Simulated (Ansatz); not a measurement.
The parent structure is Sn in the diamond structure (space group Fd-3m, No. 227; a = 6.5667 Å). Axes: x, y, z lie along the cube axes.

Computed with Kohn–Sham DFT with the r2SCAN functional, run in Ansatz (an electronic-structure program) with PAW and 500 eV plane waves, no SOC.

Strains are applied to the cell and any free atomic positions relax; under stress the whole cell relaxes.

One change was made to it. Results:

| quantity | base | after |
|---|---|---|
| energy relative to the base (free energy F) | 0 meV/atom | +0.8 meV/atom |
| shortest interatomic distance | 2.843 Å | 2.838 Å |

### Question
Which change produced these results?
(A) uniaxial stress, 2 GPa tension along x
(B) strain tensor (xx, yy, zz, yz, xz, xy) = (−0.67, −1.79, +1.68, +0.98, +0.14, −0.49) %
(C) tensor shear ε_xz = +0.78 %

### Answer
C, tensor shear ε_xz = +0.78 %. For comparison, the energy relative to the base in the other runs: uniaxial stress, 2 GPa tension along x gives +8.9 meV/atom; strain tensor (xx, yy, zz, yz, xz, xy) = (−0.67, −1.79, +1.68, +0.98, +0.14, −0.49) % gives +4.4 meV/atom.

Beyond what the load breaks, stability against distortions was not tested.
